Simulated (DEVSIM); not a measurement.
Structure: abrupt Si n-p junction, at 300 K.

```tsv
layer (left to right)	material	thickness (μm)	Nd (cm⁻³)	Na (cm⁻³)	τn (s)	τp (s)
1	Si	0.760	1.2e17	-	0.001	0.001
2	Si	42.0	-	7.9e14	0.001	0.001
```

Left contact: ohmic. Right contact: ohmic. Voltage is applied to the left contact. Recombination: SRH at mid-gap, radiative, Auger. Mobility is μmin + (μ − μmin)/(1 + (N/Nref)^α).

The device is made up for the run: typed textbook-type constants, with dimensions and the other settings drawn at random. Values at 300 K.

| parameter | Si |
|---|---|
| gap (eV) | 1.124 |
| affinity (eV) | 4.05 |
| permittivity | 11.7 |
| Nc (cm⁻³) | 2.86e19 |
| Nv (cm⁻³) | 3.1e19 |
| μn (cm²/Vs) | 1417 |
| μp (cm²/Vs) | 470 |
| μn,min | 52 |
| μp,min | 45 |
| Nref,n | 9.7e16 |
| Nref,p | 2.2e17 |
| αn | 0.68 |
| αp | 0.72 |
| B (cm³/s) | 4.7e-15 |
| Cn (cm⁶/s) | 2.8e-31 |
| Cp (cm⁶/s) | 9.9e-32 |

DEVSIM, 1D drift-diffusion, Boltzmann statistics, complete ionisation; no tunnelling, impact ionisation, image-force lowering or self-heating.

The doping Na of layer 2 was swept, all else fixed.

```json
[
 {"doping Na of layer 2 (cm^-3)": "2.4e13", "largest field in the device at zero bias (V/cm)": "19000", "potential step across the device at zero bias (V)": "0.619", "dark forward voltage at 1 A/cm² (V)": "0.549"},
 {"doping Na of layer 2 (cm^-3)": "7.9e13", "largest field in the device at zero bias (V/cm)": "19000", "potential step across the device at zero bias (V)": "0.650", "dark forward voltage at 1 A/cm² (V)": "0.555"},
 {"doping Na of layer 2 (cm^-3)": "2.4e14", "largest field in the device at zero bias (V/cm)": "20000", "potential step across the device at zero bias (V)": "0.678", "dark forward voltage at 1 A/cm² (V)": "0.568"},
 {"doping Na of layer 2 (cm^-3)": "7.9e14", "largest field in the device at zero bias (V/cm)": "21000", "potential step across the device at zero bias (V)": "0.709", "dark forward voltage at 1 A/cm² (V)": "0.587"},
 {"doping Na of layer 2 (cm^-3)": "2.4e15", "largest field in the device at zero bias (V/cm)": "(withheld)", "potential step across the device at zero bias (V)": "0.738", "dark forward voltage at 1 A/cm² (V)": "(withheld)"},
 {"doping Na of layer 2 (cm^-3)": "7.9e15", "largest field in the device at zero bias (V/cm)": "41000", "potential step across the device at zero bias (V)": "0.769", "dark forward voltage at 1 A/cm² (V)": "0.627"},
 {"doping Na of layer 2 (cm^-3)": "2.4e16", "largest field in the device at zero bias (V/cm)": "68000", "potential step across the device at zero bias (V)": "0.797", "dark forward voltage at 1 A/cm² (V)": "0.638"}
]
```

Fill in the missing entries.


- 2.4e15, largest field in the device at zero bias (V/cm): 27000
- 2.4e15, dark forward voltage at 1 A/cm² (V): 0.607
